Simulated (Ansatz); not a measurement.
# GaN (P6_3mc): band-edge transport data

Input:

```yaml
crystal:
  lattice:
    - [3.28433, 0.00000, 0.00000]
    - [-1.64216, 2.84431, 0.00000]
    - [0.00000, 0.00000, 5.10656]
  atoms:
    - { symbol: Ga, position: [0.33333, 0.66667, 0.99549] }
    - { symbol: Ga, position: [0.66667, 0.33333, 0.49549] }
    - { symbol: N, position: [0.33333, 0.66667, 0.37951] }
    - { symbol: N, position: [0.66667, 0.33333, 0.87951] }
```

Method: r2SCAN with spin-orbit coupling, rigid bands (plane waves, PAW; Ansatz, a first-principles code). Condition of this run: biaxial stress in the c plane of -12 GPa (compression positive) (the target of the relaxation). How the cell was made: cell and atoms relaxed with PBEsol, then loaded as said.

```json
{
 "band_gap": "1.93 eV",
 "electron conductivity mass (300 K, dilute)": "0.173 mₑ",
 "hole conductivity mass (300 K, dilute)": "1.80 (x), 1.80 (y), 0.31 (z) mₑ",
 "effective density of states N_c (300 K)": "1.8e18 cm⁻³",
 "effective density of states N_v (300 K)": "2.3e19 cm⁻³",
 "density_of_states_mass_electrons": "0.172 mₑ",
 "density_of_states_mass_holes": "0.95 mₑ",
 "Seebeck coefficient, n-type 1e19 cm⁻³, 300 K": "-101 μV/K",
 "best n-type power factor at 300 K for τ = 10 fs (best axis; densities from 1e16 to 1e21 cm⁻³ tried, whether or not they can be reached)": "1.59 μW/(cm·K²) at 1e19 cm⁻³",
 "Seebeck coefficient, p-type 1e19 cm⁻³, 300 K": "299 μV/K"
}
```

Rigid bands; masses and Seebeck coefficients take one relaxation time τ for all states and one kind of carrier; polarons and phonon drag are left out. Geometry: cell and atoms relaxed with PBEsol.
